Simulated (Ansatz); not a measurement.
Carrier properties of BP (F-43m)

Consider the following.

```xyz
2
Lattice="0.0000 2.2601 2.2601 2.2601 0.0000 2.2601 2.2601 2.2601 0.0000" Properties=species:S:1:pos:R:3 pbc="T T T"
B      0.0000     0.0000     0.0000
P      1.1300     1.1300     1.1300
```

Computed with HSE06, rigid bands (plane waves, PAW, scalar-relativistic; Ansatz, an electronic-structure program). Cell: cell and atoms relaxed with PBEsol.

```
Item                                                                                                                                                            Value
---------------------------------------------------------------------------------------------------------------------------------------  ----------------------------
band gap                                                                                                                                                      1.95 eV
electron conductivity mass (300 K, dilute)                                                                                                                    0.32 mₑ
hole conductivity mass (300 K, dilute)                                                                                                                        0.37 mₑ
effective density of states N_c (300 K)                                                                                                                   3.8e19 cm⁻³
effective density of states N_v (300 K)                                                                                                                   3.5e19 cm⁻³
density-of-states mass, electrons                                                                                                                             1.32 mₑ
density-of-states mass, holes                                                                                                                                 1.25 mₑ
Seebeck coefficient, n-type 1e19 cm⁻³, 300 K                                                                                                                -331 μV/K
best n-type power factor at 300 K for τ = 10 fs (best axis; densities from 1e16 to 1e21 cm⁻³ tried, whether or not they can be reached)  19.6 μW/(cm·K²) at 1e20 cm⁻³
Seebeck coefficient, p-type 1e19 cm⁻³, 300 K                                                                                                                 320 μV/K
best p-type power factor at 300 K for τ = 10 fs (best axis; densities from 1e16 to 1e21 cm⁻³ tried, whether or not they can be reached)  14.8 μW/(cm·K²) at 1e20 cm⁻³
```

Rigid bands; masses and Seebeck coefficients take one relaxation time τ for all states and one kind of carrier; polarons and phonon drag are left out. Spin-orbit coupling is left out; where it splits the top of the valence band, N_v and the p-type Seebeck coefficient come out somewhat high without it. Geometry: cell and atoms relaxed with PBEsol.
